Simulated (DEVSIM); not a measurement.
System: Schottky contact on n-type GaN, at 400 K.

Layer 1 from the left is GaN, thickness (μm) 0.460, Nd (cm⁻³) 1.4e16, τn (s) 7.9e-8, τp (s) 7.9e-8.

Left contact: Schottky, work function 5.72 eV, emission velocity 6.6e6 cm/s. Right contact: ohmic. Voltage is applied to the left contact. Recombination: SRH at mid-gap, Auger. Mobility is constant in doping.

Constants are typed, rounded textbook-type inputs, not results; the design itself was drawn at random and stands for no fabricated device. Values at 300 K; Nc and Nv go as T^1.5, mobilities as T to minus their exponent, the gap by Varshni's rule with the affinity fixed.

GaN: gap (eV) 3.43, affinity (eV) 4.1, permittivity 9.5, Nc (cm⁻³) 2.3e18, Nv (cm⁻³) 4.6e19, μn (cm²/Vs) 1200, μp (cm²/Vs) 100, T exponent of μn 1.5, T exponent of μp 2, Cn (cm⁶/s) 1e-30, Cp (cm⁶/s) 1e-30, Varshni α (eV/K) 0.00091, Varshni β (K) 830.

Simulated with DEVSIM: 1D drift-diffusion, Boltzmann statistics, complete ionisation; no tunnelling, impact ionisation, image-force lowering or self-heating. Metal contacts follow the ideal Schottky-Mott rule: no Fermi-level pinning, no interface dipoles.

Dark forward current:

| |V| (V) | |J| (A/cm²) |
|---|---|
| 0.10 | 2.265e-13 |
| 0.15 | 1.007e-12 |
| 0.20 | 4.330e-12 |
| 0.25 | 1.847e-11 |
| 0.30 | 7.865e-11 |
| 0.35 | 3.347e-10 |
| 0.40 | 1.424e-9 |
| 0.45 | 6.056e-9 |
| 0.50 | 2.575e-8 |
| 0.55 | 1.095e-7 |
| 0.60 | 4.653e-7 |
| 0.65 | 1.976e-6 |
| 0.70 | 8.393e-6 |
| 0.75 | 3.562e-5 |
| 0.80 | 0.0001511 |
| 0.85 | 0.0006403 |
| 0.90 | 0.002711 |
| 0.95 | 0.01146 |
| 1.00 | 0.04839 |
| 1.05 | 0.2037 |
| 1.10 | 0.8546 |
| 1.15 | 3.561 |
| 1.20 | 14.62 |
| 1.25 | 57.93 |
| 1.30 | 208.8 |
| 1.35 | 618.1 |

**Question.** Work out the local ideality factor n = ΔV / (kT/q · ln(J2/J1)) between the rows 0.15 and 0.20 V, 1.30 and 1.35 V.

**Answer.** kT/q = 34.47 mV. From 0.15 to 0.20 V: ln(4.330e-12/1.007e-12) = 1.459, n = 0.99, near the 1 of diffusion or emission over a barrier. From 1.30 to 1.35 V: ln(618.1/208.8) = 1.085, n = 1.34; the layers' resistance at their doping, Σ W/(qμN) = 2.6e-5 Ω cm², would take 11 mV of this step of 50 mV.

**Question.** Estimate the current at 0.70 V for emission alone, J0 = q v N_band exp(−φB/kT), and read the barrier back from the simulated current.

**Answer.** φB = 1.620 eV, N_band = 3.54e18 cm⁻³, J0 = 1.45e-14 A/cm²; J = J0 (exp(qV/kT) − 1) = 9.60e-6 A/cm². The simulation gives 8.39e-6 A/cm²; the estimate lies 14 % above. Read backwards, the simulated current gives an apparent barrier of 1.625 eV. The estimate leaves out transport through the depletion region and minority injection.
